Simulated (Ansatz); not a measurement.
Take Y in the hcp (Mg type) structure (space group P6_3/mmc, No. 194; a = 3.652 Å, c = 5.703 Å; relaxed with 0.1 eV smearing) as the base. Axes: x lies along a and z along c of the hexagonal cell.

Method: plane-wave PAW DFT at the PBE level (Ansatz, a program for electronic structure, 420 eV), no spin-orbit coupling.

For the base:

```
Quantity                        Result
-----------------------------  -------
Shortest interatomic distance  3.546 Å
Pressure                       0.0 GPa
```

The change: uniaxial strain ε_zz = −0.50 %, all other strain components held at zero; the atoms relax in the strained cell.

Problem. What happens to the shortest interatomic distance?

Solution. The shortest interatomic distance decreases by 0.011 Å to 3.535 Å.

Problem. Estimate the effect on the pressure.

Solution. The pressure (mean of the normal stresses, compression positive) goes from zero to 0.2 GPa.

Whether these cells are dynamically stable was not tested. The final runs are not spin-polarised.
